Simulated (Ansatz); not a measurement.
Input and output of a self-consistent single point for HfAu (P4mm, 4 atoms in the cell) (Ansatz, an electronic-structure program).

Computed with LDA (PW92), default PAW files made with PBE (plane waves; Ansatz).

```
CELL_PARAMETERS angstrom
      3.46644     0.00000     0.00000
      0.00000     3.46644     0.00000
      0.00000     0.00000     6.28892
ATOMIC_POSITIONS crystal
  Hf 0.00000 0.50000 0.85953
  Hf 0.50000 0.00000 0.14842
  Au 0.00000 0.50000 0.37143
  Au 0.50000 0.00000 0.62857
```

Reference input (self-consistent single point, DFT, LDA (PW92), plane waves, default PAW files made with PBE): basis.ecutwfc = 420 eV; kpoints.mp_grid.grid = 8 8 4; hamiltonian.xc = lda; hamiltonian.pseudopotentials = {kind: paw} (the program's default PAW files); scf.occupations.method = fermi_dirac; scf.occupations.width = 0.1 eV. This run's input differs from it in these lines:

Ansatz 0.2 input:
```diff
@@ -11,3 +11,3 @@
 basis:
-  ecutwfc: 420.0 eV
+  ecutwfc: 840.0 eV
 kpoints:
```

The program printed (abridged):

```
SCF iter   1: F=—  HF=-56685.973970 eV  |F-HF|=—  |Δ(HF+E_count)|=         —  Δρ=7.99e-3  dr2=5.55e-2  ethr=1.77e-3  ⟨swp⟩=5.8  Hψ=7640  notcnv=0  defer=13
all-band conjugate gradients solve this SCF's bands
preconditioner: auto → Kerker (q_TF=auto, 2.809 Å⁻¹)
SCF iter   2: F=—  HF=-56685.966302 eV  |F-HF|=—  |Δ(HF+E_count)|=   7.67e-3  Δρ=3.60e-3  dr2=8.08e-3  ethr=6.17e-5  ⟨swp⟩=2.4  Hψ=4822  notcnv=0  defer=8
   [... lines left out ...]
SCF iter   5: F=—  HF=-56685.965138 eV  |F-HF|=—  |Δ(HF+E_count)|=   9.23e-5  Δρ=1.83e-4  dr2=2.86e-5  ethr=1.66e-7  ⟨swp⟩=2.0  Hψ=3863  notcnv=0  defer=8
SCF iter   6: F=—  HF=-56685.965163 eV  |F-HF|=—  |Δ(HF+E_count)|=   2.54e-5  Δρ=4.03e-5  dr2=2.66e-6  ethr=3.18e-8  ⟨swp⟩=2.0  Hψ=3697  notcnv=0  defer=8
SCF iter   7: F=—  HF=-56685.965163 eV  |F-HF|=—  |Δ(HF+E_count)|=   4.13e-7  Δρ=9.50e-6  dr2=1.37e-7  ethr=2.95e-9  ⟨swp⟩=2.1  Hψ=4407  notcnv=0  defer=8
SCF iter   8: F=-56685.965163 eV  HF=-56685.965163 eV  |F-HF|=2.49e-8  |Δ(HF+E_count)|=   2.23e-8  Δρ=3.58e-6  dr2=1.46e-8  ethr=1.11e-10  ⟨swp⟩=7.1  Hψ=9423  notcnv=0
SCF 1 converged in 8 iterations: F = -56685.965163 eV  dr2 = 1.46e-8
Free energy (F): -56685.965163 eV
Internal energy: -56685.896492 eV  (E = F + TS)
E sigma→0 (E₀):  -56685.930827 eV
Entropy (-TS):   -0.068671 eV (-17.168 meV/atom)
Fermi energy:    20.967307 eV
--- Forces (eV/Å), atoms counted from 1 ---
  atom   1  Hf    -0.00000000    -0.00000000    -0.57168579
  atom   2  Hf     0.00000000     0.00000000     0.30624241
  atom   3  Au     0.00000000     0.00000000     0.13946410
  atom   4  Au     0.00000000    -0.00000000     0.12611281
--- Stress (GPa, compression-positive) ---
       -4.897928       0.000000      -0.000000
        0.000000      -4.897928       0.000000
       -0.000000       0.000000      -5.054374
  P = ⅓ Tr σ = -4.9501 GPa (-49.501 kbar)
  The stress holds the Pulay correction. Without it, at fixed plane waves, as pw.x and ABINIT print it: P = -4.9537 GPa
```

The run converged in 8 iterations. Against the reference run the free energy falls by 1.3 meV/atom, the pressure hardly changes (-4.94 to -4.95 GPa) and the largest force moves little (0.571 to 0.572 eV/Å).

The starting cell comes from a database of computed structures (which also holds hypothetical and non-ambient phases and stackings), without a prior relaxation at this level. Its lattice was rescaled by up to half a per cent. One atom was moved a little off its site on purpose. Ansatz's pressure includes its estimate of the finite-basis (Pulay) stress.

Cost on one core of a shared machine: roughly 40 s.
